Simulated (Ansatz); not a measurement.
The decay constant κ of evanescent states in the gap governs leakage through a thin film.

Given:

```
MoS2
1.0
    3.14928     0.00000     0.00000
   -1.57464     2.72736     0.00000
    0.00000     0.00000    12.08957
Mo S
2 4
Cartesian
  1.57464   0.90912   3.02239
  0.00000   1.81824   9.06718
  1.57464   0.90912   7.50133
  0.00000   1.81824   4.58825
  0.00000   1.81824   1.45654
  1.57464   0.90912  10.63303
```

The cell was relaxed by PBE-D3(BJ); by r2SCAN it stands under a pressure of 3.0 GPa.

Transport runs along the normal of the first two printed cell vectors, the (001) plane of the conventional cell.

The gap is the functional's own. No spin-orbit coupling. Mid-gap values are those at the computed energy nearest the middle.

State the band gap and the smallest decay constant κ at mid-gap according to Ansatz (an electronic-structure program) with r2SCAN.

Gap 0.89 eV on a 12×12×4 mesh; κ = 0.210 1/Å, at (0.167, 0.167) of the in-plane reciprocal vectors. At the zone centre the slowest state has κ = 0.36 1/Å.
